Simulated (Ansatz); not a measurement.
Enthalpy of formation of L1₀ (CuAu-type) FePt at several levels of theory

Problem. Put these levels in order of the enthalpy of formation that they give for L1₀ (CuAu-type) FePt, smallest first: PBE (Ansatz, a program for electronic structure), PBE-D4 (Ansatz), r²SCAN (Ansatz), r²SCANh (Ansatz).

Solution. r²SCANh (-0.449 eV/atom), r²SCAN (-0.340 eV/atom), PBE (-0.229 eV/atom), PBE-D4 (-0.202 eV/atom)

Spin-polarised runs: PBE-D4 (parallel moments), r²SCAN (parallel moments), r²SCANh (parallel moments), PBE (parallel moments). Density-functional levels without +SOC have no spin–orbit coupling, which shifts binding energies of heavy elements. Each level is taken at its own relaxed cell. Ansatz's density-functional and Hartree–Fock values are scalar-relativistic unless marked +SOC, with PAW data made under PBE.
